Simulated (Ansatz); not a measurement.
Electronic density of states of amorphous Si30N45Nb3, density 3.27 g/cm³, on a 2×2×2 Γ-centred mesh with a Gaussian width of 0.1 eV; energies count from the Fermi level, whose place inside the gap is arbitrary. Cell and mesh are small, so fine structure isn't converged. Level of theory: PBE, scalar-relativistic without spin-orbit coupling (plane waves to 420 eV, PAW; Ansatz, an electronic-structure program). Sampling: a 2×2×2 Γ-centred mesh; Fermi-Dirac width 0.02 eV; no spin polarisation. At PBE the levels at both edges of the gap are localised (band-tail or defect states), and the nearest spread-out levels lie 2.6 eV apart at the zone centre.

It comes from a melt-quench run on a machine-learned potential (CHGNet), relaxed afterwards by DFT. N atoms were pushed apart under 1.9 Å during the dynamics, to hinder bonds among them. The hot cell started wider than the set density and was brought back towards it in steps. It is the lowest in DFT energy of 2 quenches. It is a model cell: composition and starting density were chosen by hand, and all elements were melted together. No dispersion term was used. Its density started from a set value of 3.27 and ended at 3.27 g/cm³. Cooling (nominally 380 K/ps over its main leg) ran many orders faster than in experiment, which tends to leave more defects and strain. A cell of this size samples the disorder only roughly. Volume and shape were free in the relaxation. On a 2×2×2 Γ-centred mesh force components of up to 0.19 eV/Å stay, since the relaxation ran on the zone centre alone.

(E - EF (eV), states/(eV atom)): (-12.00, 0.00); (-11.90, 0.00); (-11.80, 0.00); (-11.70, 0.00); (-11.60, 0.00); (-11.50, 0.00); (-11.40, 0.00); (-11.30, 0.00); (-11.20, 0.00); (-11.10, 0.00); (-11.00, 0.00); (-10.90, 0.01); (-10.80, 0.07); (-10.70, 0.16); (-10.60, 0.15); (-10.50, 0.13); (-10.40, 0.14); (-10.30, 0.18); (-10.20, 0.18); (-10.10, 0.11); (-10.00, 0.11); (-9.90, 0.18); (-9.80, 0.25); (-9.70, 0.23); (-9.60, 0.21); (-9.50, 0.22); (-9.40, 0.22); (-9.30, 0.22); (-9.20, 0.28); (-9.10, 0.27); (-9.00, 0.21); (-8.90, 0.19); (-8.80, 0.20); (-8.70, 0.25); (-8.60, 0.27); (-8.50, 0.25); (-8.40, 0.23); (-8.30, 0.21); (-8.20, 0.23); (-8.10, 0.23); (-8.00, 0.23); (-7.90, 0.24); (-7.80, 0.29); (-7.70, 0.31); (-7.60, 0.32); (-7.50, 0.35); (-7.40, 0.36); (-7.30, 0.37); (-7.20, 0.35); (-7.10, 0.36); (-7.00, 0.39); (-6.90, 0.38); (-6.80, 0.38); (-6.70, 0.40); (-6.60, 0.37); (-6.50, 0.37); (-6.40, 0.38); (-6.30, 0.45); (-6.20, 0.48); (-6.10, 0.45); (-6.00, 0.41); (-5.90, 0.41); (-5.80, 0.43); (-5.70, 0.45); (-5.60, 0.46); (-5.50, 0.45); (-5.40, 0.46); (-5.30, 0.49); (-5.20, 0.49); (-5.10, 0.49); (-5.00, 0.46); (-4.90, 0.49); (-4.80, 0.52); (-4.70, 0.49); (-4.60, 0.49); (-4.50, 0.51); (-4.40, 0.49); (-4.30, 0.48); (-4.20, 0.52); (-4.10, 0.49); (-4.00, 0.45); (-3.90, 0.39); (-3.80, 0.41); (-3.70, 0.48); (-3.60, 0.48); (-3.50, 0.43); (-3.40, 0.42); (-3.30, 0.44); (-3.20, 0.49); (-3.10, 0.47); (-3.00, 0.45); (-2.90, 0.46); (-2.80, 0.47); (-2.70, 0.49); (-2.60, 0.49); (-2.50, 0.49); (-2.40, 0.49); (-2.30, 0.45); (-2.20, 0.44); (-2.10, 0.45); (-2.00, 0.40); (-1.90, 0.42); (-1.80, 0.41); (-1.70, 0.36); (-1.60, 0.39); (-1.50, 0.35); (-1.40, 0.23); (-1.30, 0.12); (-1.20, 0.10); (-1.10, 0.13); (-1.00, 0.11); (-0.90, 0.12); (-0.80, 0.05); (-0.70, 0.01); (-0.60, 0.00); (-0.50, 0.00); (-0.40, 0.00); (-0.30, 0.00); (-0.20, 0.00); (-0.10, 0.00); (0.00, 0.00); (0.10, 0.00); (0.20, 0.00); (0.30, 0.00); (0.40, 0.00); (0.50, 0.00); (0.60, 0.00); (0.70, 0.01); (0.80, 0.08); (0.90, 0.21); (1.00, 0.23); (1.10, 0.19); (1.20, 0.16); (1.30, 0.11); (1.40, 0.03); (1.50, 0.05); (1.60, 0.18); (1.70, 0.29); (1.80, 0.24); (1.90, 0.15); (2.00, 0.15); (2.10, 0.19); (2.20, 0.26); (2.30, 0.22); (2.40, 0.15); (2.50, 0.19); (2.60, 0.24); (2.70, 0.24); (2.80, 0.21); (2.90, 0.19); (3.00, 0.19); (3.10, 0.21); (3.20, 0.24); (3.30, 0.25); (3.40, 0.26); (3.50, 0.25); (3.60, 0.26); (3.70, 0.27); (3.80, 0.28); (3.90, 0.32); (4.00, 0.35); (4.10, 0.33)

The gap between localised states on this mesh is 1.72 eV; the broadening fills part of it in the curve.
